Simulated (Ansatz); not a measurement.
Structures of equal composition on the (0001) surface of 4H silicon carbide (Si plane on top): (√3x√3)R30° Bi adatom at H3; (√3x√3)R30° Bi adatom at T4. The slabs share one bottom face, and each structure is named by its start. These are constructed structures in small cells; real faces may alloy, dewet or reconstruct in larger ones, and not all known structures of the face are among them. Slabs of about 10 Å, Fermi-Dirac smearing of 0.025 eV. Bottom of the slabs: H caps. Relaxed from the named starts with such symmetry as they have, on meshes of like density; energies extrapolated to zero smearing; spin only where a row says so; no spin-orbit coupling, no U. Brackets mark spin-polarised runs, whose order is one that fits the cell. Where a second, spin-polarised start was run, the lower counts.

These are PBE (plane waves to 420 eV, PAW; Ansatz, a program for electronic structure) values and carry that method's errors.

**Question.** Put the candidates in order of energy per 1x1 cell, lowest first, for PBE.

**Answer.** (√3x√3)R30° Bi adatom at T4 (0.000 eV, gap 1.95 eV on the mesh), (√3x√3)R30° Bi adatom at H3 (0.099 eV, gap 1.75 eV on the mesh)
